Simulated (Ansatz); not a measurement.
Structures of equal composition on the (000-1) surface of 4H silicon carbide (C plane on top): (√3x√3)R30° Al adatom at H3; (√3x√3)R30° Al adatom at T4. The slabs share one bottom face, and each structure is named by its start. These are constructed structures in small cells; real faces may alloy, dewet or reconstruct in larger ones, and not all known structures of the face are among them. Slabs of about 11 Å with all that they carry, Fermi-Dirac smearing of 0.025 eV. Bottom of the slabs: H caps. Relaxed from the named starts with such symmetry as they have, on meshes of like density; energies extrapolated to zero smearing; no spin-orbit coupling, no U. Spin-polarised runs, if any, are marked in brackets, and their order is one that fits the cell; the others ran without spin. Where a second, spin-polarised start was run, the lower counts.

Host crystal: 4H silicon carbide, with a band gap (PBE, scalar-relativistic without spin-orbit coupling).

Method: r2SCAN, at the PBE geometry (plane waves to 500 eV, PAW; Ansatz, an electronic-structure program).

Task: Put the candidates in order of energy per 1x1 cell, lowest first, for r2SCAN, at the PBE geometry.

Result: (√3x√3)R30° Al adatom at H3 (0.000 eV, gap 1.64 eV on the mesh), (√3x√3)R30° Al adatom at T4 (0.306 eV, gap 1.01 eV on the mesh)
